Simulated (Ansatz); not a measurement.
Adsorption energy and surface dipole of Cl on the 1x1 (111) surface of fcc Cu, one in a 2x2 cell, started at the site 'hollow Cu-Cu-Cu over Cu at depth 4.1 Å', worked from the runs' numbers; total energies count from the potentials' own zero.

Level of theory: PBE (plane waves to 420 eV, PAW; Ansatz, an electronic-structure program).

Slab: 17 atoms, 6.2 Å thick at the start under the adsorbate (thin: gaps and levels are the slab's own); k 6x6x1, smearing 0.1 eV, dipole-corrected; 8 atoms held, the rest relaxed; start symmetry kept, larger cells not searched; no spin, no spin-orbit, no U, no dispersion correction. At the end it is bonded to 3 Cu. In PBE it is, or lies within 0.03 eV of, the lowest of the starts that converged.

| quantity | value |
|---|---|
| slab with the adsorbate | -107080.226 eV |
| clean slab, same cell and mesh | -105999.042 eV |
| reference, ½ Cl2(g) | -1079.444 eV |
| area of the cell | 22.82 Å² |
| change of the step from the bottom to the top vacuum level | 0.458 eV |

Task: What is the adsorption energy against this reference?

Result: E(slab + adsorbate) − E(slab) − E(reference) = -1.74 eV, so in this state the adsorbate is more stable than in the reference, at a coverage of 4.38 a nm².

Task: What dipole does adsorption add to the slab along the outward normal (Helmholtz relation, ε₀ = 0.005526 e/(V·Å))?

Result: p = −ε₀·A·ΔV = -0.058 e·Å = -0.28 D; its negative end points to the vacuum, which raises the vacuum level.
